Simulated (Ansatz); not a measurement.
## BAs under a change: B → Ga

Take BAs in the zinc blende structure (space group F-43m, No. 216; a = 4.809 Å) as the base.

Now apply this change: every B is replaced by Ga; the structure is relaxed again.

Calculations: PBE (Ansatz, a program for electronic structure, PAW, spin-orbit coupling left out), earlier PAW set. Γ-centred 10×10×10 mesh, Fermi–Dirac width 0.05 eV, for the changed cell.

Lattice parameter a: 5.746 Å (base 4.809 Å)
Space group: F-43m (No. 216) (base F-43m (No. 216))
Shortest interatomic distance: 2.488 Å (base 2.083 Å)
Band gap: 0.16 eV (base 1.21 eV)
Gap character: direct at Γ (base indirect, Γ → Γ–X (82 % along))
Width of the top valence band: 3.12 eV (base 5.07 eV)

Cost of the whole job for the changed cell (relaxation, final SCF and bands): very roughly 30 core-seconds.

Stability against distortions was not tested. A zero or small gap of GaAs can be the functional's error rather than a property of the material.
